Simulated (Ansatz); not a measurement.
HfS2: energy against volume

HfS2 (1T layered, P-3m1, 20.260 Å³/atom and stress up to 0.01 GPa in the relaxed cell, c along z) under hydrostatic pressure, with the cell free. PBEsol-D3(BJ) in Ansatz, a plane-wave DFT program (PAW, default set), 420 eV, 11×11×6 Γ-centred mesh, Fermi-Dirac smearing 0.05 eV; ions are relaxed, or left where forces stay under 0.02 eV/Å, within the symmetry of each cell. Against the start cell, which lies near the measured one, the relaxed cell differs by -9.0 % in volume and -4.7 % in c; the values below rest on it.

Here V stands for volume and E for E less E0.

| volume (Å³/atom) | E less E0 (meV/atom) | pressure (GPa) |
|---|---|---|
| 21.5756 | 9.27 | -1.99 |
| 20.7885 | 1.71 | -1.00 |
| 20.2598 | 0.00 | 0.01 |
| 20.1245 | 0.13 | 0.29 |
| 19.9571 | 0.66 | 0.69 |
| 19.6542 | 2.74 | 1.49 |
| 19.1672 | ? | ? |

Fit E against V with the third-order Birch-Murnaghan form, a cubic in V^(-2/3), and predict the withheld value at V = 19.1672.

With u = V^(-2/3) - 0.1340, the rows have u = -0.0049698, -0.0017331, 0.0005581, 0.0011605, 0.0019153, 0.0033082. Least squares gives E = 0.107 - 372.1·u + 330358·u² + 6888871·u³. Residuals (row less fit): 0.000, 0.002, -0.003, -0.001, 0.005, -0.001; standard error 0.005 (degrees of freedom: 2). Its minimum lies at u = 0.0005536, so V0 = (0.1345536)^(-3/2) = 20.26. There d²E/du² = 683600 and d³E/du³ = 4.133e7, so B0 = (4/9) × 20.26^(-7/3) × 683600 × 0.160218 = 43.5 GPa (the last factor turns the table's units into GPa), and B0' = 4 + (2/3) × 0.1345536 × (4.133e7)/683600 = 9.4. B0' rests on the cubic coefficient alone and has a standard error of 0.1 from these residuals. At the withheld row, u = 0.0056243, so E = 0.107 - 372.1 × 0.0056243 + 330358 × 0.0056243² + 6888871 × 0.0056243³ = 9.690 meV/atom. The calculation gives 9.60 meV/atom, 0.090 meV/atom below the prediction (0.9 % of the range of E in the table). The row lies outside the fitted rows, so this is an extrapolation. The scatter of the fitted rows lies at the last printed digit.

Other structures, which can take over under pressure, weren't tried. The same form fitted to the pressure column gives B0' = 9.3; series where the two differ by over 0.4 aren't shown. Rows are the converged runs of the series near zero and its far end, less any whose ions stayed unrelaxed beside relaxed ones; series whose fitted rows scatter by over a few per cent of the range, as at a crossing or softening among them, aren't shown in this form.
